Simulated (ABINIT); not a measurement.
Equation of state of rutile-structure PbO2 (space group 136): energy against volume (ABINIT, LDA)

```xyz
6
Lattice="4.7671 0.0000 0.0000 0.0000 4.7671 0.0000 0.0000 0.0000 3.2582" Properties=species:S:1:pos:R:3 pbc="T T T"
Pb     0.0000     0.0000     0.0000
Pb     2.3835     2.3835     1.6291
O      1.4635     1.4635     0.0000
O      3.8470     0.9200     1.6291
O      0.9200     3.8470     1.6291
O      3.3036     3.3036     0.0000
```

Computed with LDA (PW92), norm-conserving pseudopotentials (PseudoDojo nc-sr-04 LDA standard) (plane waves; ABINIT). Settings: pseudos = [Pb.upf, O.upf]; ecut = 55 Ha; ixc = 7; occopt = 3; tsmear = 0.05 eV; ngkpt = 5 5 8; nshiftk = 1; shiftk = 0 0 0; potentials = PseudoDojo nc-sr-04 LDA standard; nband = 34; kptopt = 1; nstep = 100; tolvrs = 1e-12. The cell above is the first row's. The rows scale it uniformly. In all rows fractional positions and the k mesh are held. E is the free energy at the stated smearing, counted from the lowest row.

```
V (Å^3/atom)  E (meV/atom)
------------  ------------
12.3403                  ?
12.6086              62.94
12.8769              36.59
13.1451              17.93
13.4134               6.12
13.6817               0.37
13.9499               0.00
14.2182               4.36
14.4865              12.87
```

Question: Fit E against V with the third-order Birch-Murnaghan form, a cubic in V^(-2/3), and predict the withheld value at V = 12.3403.

Answer: With u = V^(-2/3) - 0.176, the rows have u = 0.008596, 0.006023, 0.003538, 0.001136, -0.001187, -0.003435, -0.005613, -0.007723. Least squares gives E = 2.633 + 2497.02·u + 509645·u² + 1878522·u³. Residuals (row less fit): -0.009, 0.019, 0.000, -0.010, -0.014, 0.007, 0.018, -0.011; standard error 0.018 (degrees of freedom: 4). Its minimum lies at u = -0.002484, so V0 = (0.173516)^(-3/2) = 13.84. There d²E/du² = 991300 and d³E/du³ = 1.127e7, so B0 = (4/9) × 13.84^(-7/3) × 991300 × 0.160218 = 154 GPa (the last factor turns the table's units into GPa), and B0' = 4 + (2/3) × 0.173516 × (1.127e7)/991300 = 5.3. The program's pressures in the fitted runs (not shown) pass through zero at V = 13.83, 0.01 % from this V0. At the withheld row, u = 0.011262, so E = 2.633 + 2497.02 × 0.011262 + 509645 × 0.011262² + 1878522 × 0.011262³ = 98.077 meV/atom. The calculation gives 97.94 meV/atom, 0.137 meV/atom below the prediction (0.1 % of the range of E in the table). The row lies outside the fitted rows, so this is an extrapolation. From the scatter of the fitted rows alone, a prediction at this place has a standard error of 0.052 meV/atom, so the miss is 2.6 times that.

Carrying the step between the two nearest rows on in a straight line would have given 89.29, off by 8.65; series whose last step already gives the withheld value aren't shown. The scan was laid around a cell of about the measured size, scaled by a guess for this functional; axis ratios and inner coordinates come from that cell. The runs keep the symmetry of the cell, so they don't test it for distortions. Spin-orbit coupling is off. The shape of the cell and the inner coordinates aren't relaxed, so V0 and B0 belong to this uniform scaling; a relaxed crystal lies no higher in energy and is usually softer (forces reach 0.27 eV/Å in these rows). Cutoffs and mesh are single choices, not tested for convergence of this quantity. Series with a scatter that would blur these digits, or in which a gap closes, are not shown. Nor are scans whose minimum lies at an end fitted in this form.
